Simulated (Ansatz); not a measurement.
# W: response to strain

The reference is W in the bcc (W type) structure (space group Im-3m, No. 229; a = 3.184 Å; relaxed with 0.1 eV smearing).

Strains are applied to the cell and any free atomic positions relax.

All numbers come from Kohn–Sham DFT with the PBE functional, run in Ansatz (a program for electronic structure) with PAW and 420 eV plane waves, without spin-orbit coupling.

```csv
isotropic strain (%),pressure (GPa)
-2.5,26.9
-2,20.8
-1.5,15.1
-0.5,4.7
0,0.0
0.5,?
1,-8.5
1.5,-12.3
2.5,-19.2
```

Fit P = P₀ − Bδ + Cδ² with δ = (1 + ε)³ − 1 to the rows shown and predict the withheld row.

Least squares on the printed values gives P₀ = 0.0 GPa, B = 308 GPa, C = 782 GPa (largest residual 0.1 GPa); this predicts -4.5 GPa, and the run gives -4.4 GPa, in agreement.

No phonon test of stability was made. The final runs are not spin-polarised.
